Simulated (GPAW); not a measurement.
A self-consistent single point of W (Im-3m, 1 atom in the cell) with GPAW.

Method: PBE, GPAW PAW datasets PBE (gpaw-data 1.0.1) (plane waves; GPAW).

The change in words: lattice scaled by 0.98. Reference geometry:
```yaml
crystal:
  lattice:
    - [-1.57771, 1.57771, 1.57771]
    - [1.57771, -1.57771, 1.57771]
    - [1.57771, 1.57771, -1.57771]
  atoms:
    - { symbol: W, position: [0.00000, 0.00000, 0.00000] }
```

Reference input (self-consistent single point, DFT PBE, plane waves, GPAW PAW datasets PBE (gpaw-data 1.0.1)): mode = pw; ecut = 550 eV; xc = PBE; kpts = 19 19 19; mesh shift (steps) = 0 0 0; occupations.name = methfessel-paxton; occupations.width = 0.272 eV; occupations.order = 0; nbands = -5; convergence.forces = 0.001 eV/Å; symmetry.symmorphic = false; symmetry.tolerance = 0.0005. This run's input differs from it in these lines:

```diff
@@ -5,5 +5,5 @@
 atoms = Atoms(['W'],
-              cell=[[-1.577710, 1.577710, 1.577710],
-                    [1.577710, -1.577710, 1.577710],
-                    [1.577710, 1.577710, -1.577710]],
+              cell=[[-1.546156, 1.546156, 1.546156],
+                    [1.546156, -1.546156, 1.546156],
+                    [1.546156, 1.546156, -1.546156]],
               scaled_positions=[[0.000000, 0.000000, 0.000000]],
```

Log, with long lists cut:

```
     iter     time        total  log10-change:
                         energy   eigst   dens  force
iter:   1 --:--:--   -11.652508
iter:   2 --:--:--   -11.628490   -1.73  -1.32
iter:   3 --:--:--   -11.551297   -1.25  -1.34
iter:   4 --:--:--   -11.511931   -3.63  -1.82
iter:   5 --:--:--   -11.465837   -2.60  -1.95
iter:   6 --:--:--   -11.462312   -3.15  -2.43
iter:   7 --:--:--   -11.462247c  -5.74  -3.49
iter:   8 --:--:--   -11.462246c  -6.39  -3.97
iter:   9 --:--:--   -11.462246c  -8.14c -4.54c
iter:  10 --:--:--   -11.462246c  -9.02c -4.83c -30.25c
Converged after 10 iterations.

Dipole moment: (0.000000, -0.000000, 0.000000) |e|*Ang

Energy contributions relative to reference atoms: (reference = -438771.671655)

Kinetic:        +19.082568
Potential:      -18.904534
External:        +0.000000
XC:             -11.623782
Entropy (-ST):   -0.014522
Local:           -0.009237
SIC:             +0.000000
--------------------------
Free energy:    -11.469507
Extrapolated:   -11.462246

Showing only first 2 kpts
 Kpt  Band  Eigenvalues  Occupancy
  0     5     14.54043    2.00000
  0     6     14.54043    2.00000
  0     7     14.54043    2.00000
  0     8     18.29268    0.00000

  1     5     14.44886    2.00000
  1     6     14.52036    2.00000
  1     7     14.68256    2.00000
  1     8     18.13934    0.00000

Fermi level: 15.88687

No gap
No difference between direct/indirect transitions
Energy (eV): -11.462246

Forces in eV/Ang:
  0 W     0.00000   -0.00000    0.00000

Stress tensor:
    -0.194978     0.000000     0.000000
     0.000000    -0.194978     0.000000
     0.000000     0.000000    -0.194978
Stress (GPa, Voigt): [-31.2388 -31.2388 -31.2388   0.       0.       0.    ]
```

The run converged in 10 iterations. GPAW prints stress with tension positive. Against the reference run the free energy goes up by 111 meV/atom and the pressure goes from 8.24 to 31.24 GPa.

The starting cell comes from a database of computed structures (which also holds hypothetical and non-ambient phases and stackings), without a prior relaxation at this level. Its lattice was rescaled by a random factor within 2.5 % of one. For this run, on top of that: lattice scaled by 0.98. Spin polarisation is off. With a pressure of about 31 GPa the cell is away from its equilibrium volume at this level.
